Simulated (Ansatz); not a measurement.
## Ansatz run on TiB₂ (P6/mmm, 3 atoms in the cell): self-consistent single point

Level of theory: PBE (plane waves, PAW; Ansatz, a first-principles code).

Input as run:

Ansatz 0.2 input:
```yaml
crystal:
  lattice:
    - [1.507425, -2.610937, 0.000000]
    - [1.507425, 2.610937, 0.000000]
    - [0.000000, 0.000000, 3.213850]
  atoms:
    - { symbol: Ti, position: [0.000000, 0.000000, 0.000000] }
    - { symbol: B, position: [0.333333, 0.666667, 0.500000] }
    - { symbol: B, position: [0.666667, 0.333333, 0.500000] }
basis:
  ecutwfc: 30.9 Ry
kpoints:
  mp_grid: { grid: [13, 13, 10] }
hamiltonian:
  xc: pbe
  pseudopotentials: { kind: paw }
scf:
  occupations: { method: fermi_dirac, width: 0.0073 Ry }
output:
  forces: true
  eigenvalues: true
  stress: true
```

Log, with long lists cut:

```
WARN the atoms were moved onto the symmetric positions of the space group found under crystal.symmetry.tolerance 1.0e-5 (fractional …
WARN ansatz: RAYON_NUM_THREADS=1 ignored (pool sized by the plan → 1); use --threads N
Pseudopotentials: kind: paw
Pseudopotential: Ti, paw, valence charge 12
Pseudopotential: B, paw, valence charge 3
Crystal: 3 atoms, lattice volume = 25.298 Å³
Basis set: ecut = 420.4159175005146 eV, 503 PW (Γ), exchange–correlation on 48×48×48 points (8 copies of the dense FFT grid, shifted against one another)
Bands: 13, of which v1, the nominal top of the filled ones, is band 9 counted from 1 (8 counted from 0)
Symmetry: 24 space group operations
Space group: P6/mmm (ITA 191), of the structure as read, at distance tolerance 2.9e-5 Å
k-points: 126 of 1690
Initial density: superposition of atomic densities (neutral atoms: chi_scale 0, normalization atom), corrected by the library's trained network
Initial wavefunctions: pseudopotential atomic-orbital guess
Eigensolver: davidson
Functional: x = pbe(κ = 0.804, μ = 0.2195149727645171), c = pbe(β = 0.06672455060314922)
SCF iter   1: F=—  HF=-2814.696099 eV  |F-HF|=—  |Δ(HF+E_count)|=         —  Δρ=2.94e-3  dr2=1.72e-3  ethr=1.77e-3  ⟨swp⟩=4.4  Hψ=8026  notcnv=0
all-band conjugate gradients solve this SCF's bands
preconditioner: auto → none
SCF iter   2: F=—  HF=-2814.695485 eV  |F-HF|=—  |Δ(HF+E_count)|=   6.14e-4  Δρ=1.58e-3  dr2=5.29e-4  ethr=9.55e-6  ⟨swp⟩=1.4  Hψ=2890  notcnv=0
SCF iter   3: F=—  HF=-2814.695376 eV  |F-HF|=—  |Δ(HF+E_count)|=   1.09e-4  Δρ=1.30e-4  dr2=3.96e-6  ethr=2.94e-6  ⟨swp⟩=2.8  Hψ=2658  notcnv=0
SCF iter   4: F=—  HF=-2814.695370 eV  |F-HF|=—  |Δ(HF+E_count)|=   5.59e-6  Δρ=2.55e-5  dr2=1.55e-7  ethr=2.20e-8  ⟨swp⟩=2.8  Hψ=2672  notcnv=0
iter 5 did not close the SCF: its close was put off for the readings that it lacked (scf_convergence_deferred on its scf_iter line)
SCF iter   5: F=-2814.695370 eV  HF=-2814.695370 eV  |F-HF|=1.28e-9  |Δ(HF+E_count)|=   2.27e-8  Δρ=3.35e-6  dr2=2.63e-9  ethr=8.60e-10  ⟨swp⟩=3.0  Hψ=2828  notcnv=0
SCF iter   6: F=-2814.695370 eV  HF=-2814.695370 eV  |F-HF|=2.00e-11  |Δ(HF+E_count)|=  3.46e-10  Δρ=4.95e-7  dr2=5.48e-11  ethr=1.46e-11  ⟨swp⟩=1.5  Hψ=4806  notcnv=0
SCF 1 converged in 6 iterations: F = -2814.695370 eV  dr2 = 5.48e-11
SCF converged after 6 iterations
Free energy (F): -2814.695370 eV
Harris-Foulkes:  -2814.695370 eV  (|F-HF|=2.00e-11)
Internal energy: -2814.683238 eV  (E = F + TS)
E sigma→0 (E₀):  -2814.689304 eV
Entropy (-TS):   -0.012133 eV (-4.044 meV/atom)
Fermi energy:    15.420443 eV
--- Per-component energies (eV) ---
  E_band       = -89.654145
  E_kinetic    = 377.202100
  E_local      = -779.315985  (includes V_loc(G=0)·N_el)
  E_nonlocal   = 28.896631
  E_hartree    = 331.446922
  E_xc         = -165.479855
  E_vxc        = -203.302052  (∫ρ·V_xc dr)
  E_paw        = -1204.713279  (= ΣΔE_a)
  E_vpaw       = -176.028792  (= ΣTr[D̂ρ^β])
  E_aug_tail   = 0.000094  (compensation charges beyond the density's cutoff)
  E_ewald      = -1402.719865
  E_smearing   = -0.012133  (= −TS)
  E_closure    = -0.000000  (closes the sum)
  Σ components = -2814.695370   (vs F -2814.695370, Δ=0.00e0)
--- Forces (eV/Å), atoms counted from 1 ---
  atom   1  Ti    -0.00000000    -0.00000000     0.00000000
   [... zero for the other atoms too ...]
  max |Σ_I F_I| component: 9.25e-17 eV/Å
--- Stress (GPa, compression-positive) ---
        4.589213      -0.000000       0.000000
       -0.000000       4.589213       0.000000
        0.000000       0.000000       2.714304
  P = ⅓ Tr σ = 3.9642 GPa (39.642 kbar)
  The stress holds the Pulay correction. Without it, at fixed plane waves, as pw.x and ABINIT print it: P = 3.7421 GPa
--- Band table (eV; the first three rows and the last of 126) ---
  k-point 0: bands = ["-41.4880", "-17.8502", "-17.5282", "-17.5282", "1.8084", "12.7653", "12.7653", "13.0607", "13.2511", "17.3389", "17.3389", "19.1181", "19.1181"]
  k-point 1: bands = ["-41.4865", "-17.8708", "-17.5266", "-17.5266", "1.9436", "11.8530", "12.8720", "12.8720", "14.3235", "17.0052", "17.0052", "18.8838", "18.8838"]
  k-point 2: bands = ["-41.4826", "-17.9243", "-17.5223", "-17.5223", "2.3285", "10.4961", "13.1873", "13.1873", "15.3379", "16.3512", "16.3512", "18.2495", "18.2495"]
  k-point 125: bands = ["-41.4083", "-17.9496", "-17.8234", "-17.7611", "6.3935", "7.1631", "9.6784", "12.0856", "12.2869", "17.9631", "19.5518", "19.6211", "19.8414"]
```

The run converged in 6 iterations.

The starting cell has typed, rounded lattice constants, without a prior relaxation at this level. Its lattice was rescaled by up to half a per cent. Spin polarisation is off. With a pressure of about 4 GPa the cell is away from its equilibrium volume at this level. Ansatz's pressure includes its estimate of the finite-basis (Pulay) stress.
